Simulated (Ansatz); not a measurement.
**Effect of uniaxial stress, 0.5 GPa tension along z on CdSe**

The parent structure is CdSe in the wurtzite structure (space group P6_3mc, No. 186; a = 4.3827 Å, c = 7.1545 Å). Axes: x lies along a and z along c of the hexagonal cell.

Perturbation: uniaxial stress, 0.5 GPa tension along z, with the cell and atoms free to relax against it.

The values are results of Ansatz (a quantum-chemistry and plane-wave program), PBE, PAW, cutoff 420 eV, scalar-relativistic without spin-orbit coupling, not measurements. Γ-centred 9×9×5 mesh, Fermi–Dirac width 0.05 eV.

* **Volume per atom**: 29.86 Å³ (base 29.75 Å³)
* **Space group**: P6_3mc (No. 186) (base P6_3mc (No. 186))
* **Shortest interatomic distance**: 2.684 Å (base 2.682 Å)
* **Energy relative to the base (free energy F)**: +0.4 meV/atom
* **Band gap**: 0.52 eV (base 0.54 eV)
* **Gap character**: direct at Γ (base direct at Γ)
* **Width of the top valence band**: 1.57 eV (base 1.56 eV)
* **Electron mass**: 0.057 mₑ (at Γ)
* **Valence-band top at Γ (three highest levels, from the VBM)**: 0.00, 0.00, -0.09 eV (base 0.00, 0.00, -0.04 eV)
* **Strain response (xx, yy, zz)**: (−0.27, −0.27, +0.91) %

Final structure:

```
CELL_PARAMETERS angstrom
      4.37081     0.00000     0.00000
     -2.18540     3.78523     0.00000
      0.00000     0.00000     7.21960
ATOMIC_POSITIONS crystal
  Cd 0.66667 0.33333 0.99932
  Cd 0.33333 0.66667 0.49932
  Se 0.66667 0.33333 0.62588
  Se 0.33333 0.66667 0.12588
```

Effective masses come from finite differences of ±0.01 Å⁻¹. Gaps are Kohn–Sham eigenvalue differences; semilocal functionals usually give less than the measured gap. Stability under load was not tested beyond the relaxation.
